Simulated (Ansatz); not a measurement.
# Ni in the simple cubic structure (space group Pm-3m, No. 221; ferromagnetic; a hypothetical phase, not in the database extracts checked)

```
Ni
1.0
    2.32983     0.00000     0.00000
    0.00000     2.32983     0.00000
    0.00000     0.00000     2.32983
Ni
1
Cartesian
  0.00000   0.00000   0.00000
```

Method: Ansatz (a program for electronic structure) PBE, scalar-relativistic without spin-orbit coupling. Settings: 20×20×20 k-points, 0.05 eV Fermi–Dirac smearing.

| Item | Result |
|---|---|
| Volume per atom | 12.65 Å³ |
| Density | 7.71 g/cm³ |
| Band gap | zero |
| Magnetic state | ferromagnetic |
| Total energy | -5839.011 eV/atom (σ→0; compares only within this code and set-up) |

Other magnetic orders, which the real material may have, were not ruled out. Whether these cells are dynamically stable was not tested.
